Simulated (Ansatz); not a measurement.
Levels about the gap of amorphous Si₂₄O₅₁La₂ (77 atoms in a cell of 1170 Å³, 2.51 g/cm³; zone centre alone, so wide bands show as single levels with stretches between that a denser mesh fills), at the geometry that PBE relaxed, where it gives -0.5 GPa on a denser mesh. The participation number counts the atoms over which a state spreads; weights are charges in smoothed Voronoi cells. The levels come from a single point, so bond lengths are those of that geometry. Method of the levels: PBE, scalar-relativistic without spin-orbit coupling (Ansatz, a first-principles code). Sampling: the zone centre alone; Fermi-Dirac width 0.02 eV; no spin polarisation. At PBE the levels at the filled edge of the gap are localised (band-tail or defect states), and the nearest spread-out levels lie 5.2 eV apart at the zone centre.

A CHGNet melt-quench gave the starting glass, which DFT then relaxed. O atoms were pushed apart under 1.9 Å during the dynamics, to hinder bonds among them. The hot cell started wider than the set density and was brought back towards it in steps. It is the lowest in DFT energy of 2 quenches. It is a model cell: composition and starting density were chosen by hand, and all elements were melted together. No dispersion term was used. Its density started from a set value of 2.51 and ended at 2.51 g/cm³. The simulated quench (nominally 400 K/ps over its main leg) is rapid and tends to freeze in more defects than a deposited or slowly cooled glass has. Values belong to this one cell and scatter from quench to quench. The volume was held where the preparation left it and the shape relaxed, at a PBE pressure of -0.5 GPa (tension). Stress components on the final sampling reach 0.5 GPa.

| E - E(highest filled), eV | filling | participation number | largest on | weight O | weight La | weight Si |
|---|---|---|---|---|---|---|
| -0.53 | filled | 9.0 | O, 2 neighbours | 0.93 | 0.03 | 0.04 |
| -0.45 | filled | 8.3 | O, 2 neighbours | 0.94 | 0.03 | 0.04 |
| -0.40 | filled | 7.6 | O, 2 neighbours | 0.93 | 0.03 | 0.04 |
| -0.32 | filled | 8.3 | O, 2 neighbours | 0.92 | 0.04 | 0.04 |
| -0.26 | filled | 4.2 | O, 2 neighbours | 0.94 | 0.02 | 0.04 |
| -0.10 | filled | 3.4 | O, 2 neighbours | 0.94 | 0.02 | 0.03 |
| 0.00 | filled | 3.0 | O, 2 neighbours | 0.94 | 0.01 | 0.05 |
| 4.26 | empty | 55.3 | Si, 4 neighbours | 0.69 | 0.05 | 0.26 |
| 4.92 | empty | 2.6 | La, 6 neighbours | 0.11 | 0.87 | 0.02 |
| 4.96 | empty | 1.6 | La, 6 neighbours | 0.07 | 0.93 | 0.01 |
| 4.99 | empty | 1.5 | La, 6 neighbours | 0.06 | 0.94 | 0.01 |
| 4.99 | empty | 2.3 | La, 6 neighbours | 0.06 | 0.93 | 0.01 |
| 5.02 | empty | 2.2 | La, 6 neighbours | 0.05 | 0.94 | 0.00 |
| 5.06 | empty | 1.5 | La, 6 neighbours | 0.06 | 0.93 | 0.01 |

Most localised among these is the empty level at +5.06 eV, on a La atom, which has 6 neighbours (O 2.26 Å, O 2.28 Å, O 2.36 Å, O 2.61 Å, O 2.63 Å, O 2.88 Å).
